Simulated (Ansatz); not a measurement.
**What uniaxial strain ε_zz = −1.00 % does to Ge**

Start from Ge in the diamond structure (space group Fd-3m, No. 227; a = 5.674 Å). Axes: x, y, z lie along the cube axes.

One thing is altered: uniaxial strain ε_zz = −1.00 %, all other strain components held at zero; the atoms relax in the strained cell.

Level of theory: plane-wave PAW DFT at the r2SCAN level (Ansatz, an electronic-structure program, 500 eV), without spin-orbit coupling. Settings: 10×10×10 k-points, 0.05 eV Fermi–Dirac smearing.

The volume per atom decreases by 0.23 Å³, from 22.84 Å³ to 22.61 Å³ and the space group changes from Fd-3m (No. 227) to I4_1/amd (No. 141). The shortest interatomic distance drops by 0.8 pm, from 245.7 pm to 244.9 pm and the energy goes up by 0.9 meV/atom. The pressure (mean of the normal stresses, compression positive) grows by 0.73 GPa (0.01 GPa → 0.74 GPa) and the band gap rises by 0.04 eV, from 0.36 eV to 0.40 eV. The gap character stays direct at Γ and the electron mass amounts to 0.019 mₑ along z, 0.022 mₑ across (at Γ). The valence-band top at Γ (three highest levels, from the VBM) goes from 0.00, 0.00, 0.00 eV to 0.00, -0.08, -0.08 eV and the stress (xx, yy, zz, yz, xz, xy; compression positive) comes out as (0.47, 0.47, 1.29, 0.00, 0.00, 0.00) GPa.

Cost of the whole job for the changed cell (relaxation, final SCF and bands): about 30 core-seconds (a rough figure).

Effective masses come from finite differences of ±0.01 Å⁻¹. Stability against distortions was not tested. The real Ge has an indirect gap at ambient pressure; r2SCAN orders its close-lying valleys differently. k-point labels follow each cell's own Brillouin zone.
